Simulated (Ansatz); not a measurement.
Reference: ReB2 (P6_3/mmc), PBEsol, DFPT electron-phonon coupling, linearised Boltzmann equation (plane waves, PAW, scalar-relativistic; Ansatz, a program for electronic structure); geometry: relaxed with this functional, without spin-orbit coupling.

```cif
data_B4Re2
_chemical_formula_sum 'Re2 B4'
_space_group_name_H-M_alt 'P 1'
_space_group_IT_number 1
_cell_length_a 2.89206
_cell_length_b 2.89206
_cell_length_c 7.44814
_cell_angle_alpha 90.000
_cell_angle_beta 90.000
_cell_angle_gamma 120.000
loop_
_space_group_symop_operation_xyz
  'x, y, z'
loop_
_atom_site_label
_atom_site_type_symbol
_atom_site_fract_x
_atom_site_fract_y
_atom_site_fract_z
_atom_site_occupancy
Re1 Re 0.66667 0.33333 0.75000 1
Re2 Re 0.33333 0.66667 0.25000 1
B1 B 0.66667 0.33333 0.45169 1
B2 B 0.33333 0.66667 0.54831 1
B3 B 0.33333 0.66667 0.95169 1
B4 B 0.66667 0.33333 0.04831 1
```

* **resistivity at 300 K**: 9.1 μΩ·cm
* **mean free path at 300 K**: 18.1 nm
* **electron-phonon coupling λ**: 0.22
* **logarithmic mean phonon energy**: 35 meV

Question: Swap Re for Tc, keeping the structure type. How do these values move?

Answer: TcB$_{2}$ (P6_3/mmc): volume per atom 9.0 to 8.9 Å³; resistivity at 300 K stays about the same (9.1 μΩ·cm to 8.9 μΩ·cm); mean free path at 300 K stays about the same (18.1 nm to 19.3 nm); electron-phonon coupling λ falls (0.22 to 0.199); logarithmic mean phonon energy rises (35 meV to 40 meV).

Moves up to 7 % count as about the same. Metals; harmonic phonons alone scatter; means over directions. The mean free path is weighted by the current that each state carries. Halving the electron mesh moves these values by up to 5 %; q meshes are mostly untested. Spin-orbit coupling is left out.

Formula and space group known from diffraction (Crystallography Open Database), not checked to be the room-temperature form: ReB2 (P6_3/mmc). Computed structure with no diffraction record at hand here (it may be known, metastable or hypothetical): TcB2 (P6_3/mmc). The missing spin-orbit coupling matters most for ReB2 (P6_3/mmc).
